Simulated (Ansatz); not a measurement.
The starting structures come from a database of crystals and need not be the phases stable at ambient conditions.

The decay constant κ of evanescent states in the gap governs leakage through a thin film.

Here is the system:

```xyz
12
Lattice="7.8922 0.0000 0.0000 3.9461 7.3328 0.0000 3.9461 -0.7079 2.1655" Properties=species:S:1:pos:R:3 pbc="T T T"
Ba     7.8922     3.3125     1.0828
Mg    10.5229     5.8832     1.9231
Mg     5.2615     0.7417     0.2425
Fe     0.0000     0.0000     0.0000
H      7.2631     0.5652     1.3311
H      8.5213     6.0597     0.8344
H      1.2582     0.9038     0.2954
H     14.5262     5.7212     1.8701
H      3.3170     0.5345     1.4253
H     12.4673     6.0905     0.7403
H     10.5229     4.0359     1.3192
H      5.2615     2.5890     0.8463
```

Space group of this cell: P-3m1. The cell is taken as given; by r2SCAN its mean pressure is -1.6 GPa.

Transport runs along the normal of the first two printed cell vectors, the (111) plane of the conventional cell.

The gap is the functional's own. No spin-orbit coupling. Mid-gap values are interpolated on the energy grid.

### Question
Estimate the band gap and the smallest decay constant κ at mid-gap that r2SCAN (Ansatz, an electronic-structure program) returns for this system.

### Answer
Gap 1.92 eV on a 14×14×14 mesh; κ = 0.381 1/Å, at the zone centre.
